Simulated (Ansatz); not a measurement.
Results of PBEsol (Ansatz, a program for electronic structure, plane waves, PAW) for 1T (CdI2-type) MgI2.

Settings: plane-wave cutoff 520 eV, 12×12×6 k mesh (along the axes of the cell as run), perturbation theory, force constants from a 6×6×2 q mesh, scalar-relativistic PAW data made under PBE.

Computed at the level's own relaxed cell. Harmonic vibrational thermodynamics at fixed volume:

```tsv
T (K)	S_vib (J/K per mol of atoms)	C_V (J/K per mol of atoms)	F_vib (eV/atom)
0	0.00	0.00	0.0214
100	[?]	[?]	[?]
300	[?]	[?]	[?]
400	[?]	[?]	[?]
500	[?]	[?]	[?]
600	[?]	[?]	[?]
700	[?]	[?]	[?]
```

**Question.** Fill in the missing entries.

**Answer.** 
- 100, S_vib (J/K per mol of atoms): 20.38
- 100, C_V (J/K per mol of atoms): 19.41
- 100, F_vib (eV/atom): 0.0119
- 300, S_vib (J/K per mol of atoms): 44.94
- 300, C_V (J/K per mol of atoms): 24.11
- 300, F_vib (eV/atom): -0.0595
- 400, S_vib (J/K per mol of atoms): 51.93
- 400, C_V (J/K per mol of atoms): 24.47
- 400, F_vib (eV/atom): -0.1099
- 500, S_vib (J/K per mol of atoms): 57.41
- 500, C_V (J/K per mol of atoms): 24.63
- 500, F_vib (eV/atom): -0.1667
- 600, S_vib (J/K per mol of atoms): 61.91
- 600, C_V (J/K per mol of atoms): 24.73
- 600, F_vib (eV/atom): -0.2286
- 700, S_vib (J/K per mol of atoms): 65.73
- 700, C_V (J/K per mol of atoms): 24.78
- 700, F_vib (eV/atom): -0.2947

The crystal is taken as a harmonic solid at every temperature: melting, phase changes and thermal expansion are not seen.

Note: the cell comes from a level without a dispersion term, which matters for the spacing of layers, chains or molecules; the cell has widely spaced layers and the level no dispersion term, so their spacing and the moduli can rest on weak binding.
